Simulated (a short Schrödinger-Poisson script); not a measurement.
Stack: gated In0.52Al0.48As/In0.53Ga0.47As δ-doped gas in a quantum well, at 20 K.

```tsv
layer	material	thickness (nm)	Na (cm⁻³)
1	In0.52Al0.48As	15	-
2	In0.52Al0.48As	5	-
3	In0.53Ga0.47As	8	-
4	In0.52Al0.48As	4000	2e14
```

The device is made up for the run: typed textbook-type constants, with dimensions and the other settings drawn at random. In0.52Al0.48As: permittivity 12.5, conduction-band edge (eV) 0.52, gap (eV) 1.45, electron mass (mₑ) 0.075, Nv at 300 K (cm⁻³) 1.1e19. In0.53Ga0.47As: permittivity 13.9, conduction-band edge (eV) 0, gap (eV) 0.74, Nv at 300 K (cm⁻³) 7.7e18.

Channel valleys (confinement mass, in-plane density-of-states mass, number): Γ 0.041, 0.041, 1. At the gate the conduction-band edge of layer 1 lies 0.65 eV − eVg above the Fermi level of the channel; the field vanishes at the back. Sheet of ionised δ-doping: +2.4e12 e/cm² at 15 nm from the gate. The barrier under the gate holds no holes. Gaps are held at their typed values at every temperature. Mesh 0.08 nm at interfaces.

Solved with a short Schrödinger-Poisson script written for these runs: 1D Poisson equation in equilibrium, electrons quantum, Hartree plus LDA exchange-correlation (BenDaniel-Duke, 40 states a valley, the channel's in-plane mass for all, wave functions free to enter the barrier), parabolic valleys, classical holes, full ionisation, no traps, pinning or gate leakage.

The same stack at other levels of the model or other numerical settings:

| run | sheet density of all electrons at Vg = 0.4 V (cm⁻²) | sheet density of all electrons at Vg = -0.1 V (cm⁻²) | capacitance at Vg = 0.4 V (μF/cm²) | centroid of the channel electrons at Vg = 0.4 V (nm) | rough cost against the base |
|---|---|---|---|---|---|
| base | 1.90e12 | 5.63e11 | 0.431 | 3.56 | about 1 |
| electrons treated as classical, Boltzmann | [?] | [?] | 0.550 | 0.37 | 0.02 |
| electrons treated as classical, Fermi-Dirac | 1.91e12 | 6.17e11 | 0.428 | [?] | 0.08 |
| electrons treated as quantum, Hartree | 1.86e12 | 5.35e11 | 0.427 | 3.58 | 0.7 |
| mesh six times as coarse | 1.90e12 | 5.60e11 | 0.431 | 3.55 | 0.3 |
| one subband a valley | 1.90e12 | 5.63e11 | 0.431 | 3.56 | 0.3 |

Q: Some entries are withheld; supply them.

A: 
- electrons treated as classical, Boltzmann, sheet density of all electrons at Vg = 0.4 V (cm⁻²): 2.61e12
- electrons treated as classical, Boltzmann, sheet density of all electrons at Vg = -0.1 V (cm⁻²): 8.99e11
- electrons treated as classical, Fermi-Dirac, centroid of the channel electrons at Vg = 0.4 V (nm): 3.45

The classical rows ignore confinement, and Boltzmann statistics overrate the density once the band edge passes the Fermi level.
